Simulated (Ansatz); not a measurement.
# Cl interstitial (hcp Os host)

Computed with PBE, PAW (plane waves to 420 eV; Ansatz, an electronic-structure program). Cell and caveats: 48-site cell; 4×4×4 shifted k-points; start: void with 6Os nearest; not converged in cell size; the relaxation kept the symmetry of the starting site; flagged in the runs: a host that isn't quite at rest in this cell.

Neighbours after relaxation, in Å: of the Cl atom: Os 2.18, Os 2.18, Os 2.18, Os 2.18, Os 2.18, Os 2.18.

Formation energies E_f are those of the neutral cell. Chemical conditions: host crystal and elements as references (Δμ(Cl) = 0.00 eV; Cl taken from its element, since no compound that bounds it was computed at this level; only phases computed here count, gases as isolated molecules at 0 K). Reference phases: Cl: Cl2 molecule in a box.

The name describes the start; the neighbours show where the atoms ended.

```csv
charge,moment (μB),largest move off a lattice site (Å),"E_f, host crystal and elements as references (eV)"
0,not spin-polarised,0.26,9.75
```

Not the lowest form: the same atoms on another site or from another start ended lower, by 0.46 eV at charge 0.

Flagged in the runs: a host that isn't quite at rest in this cell.
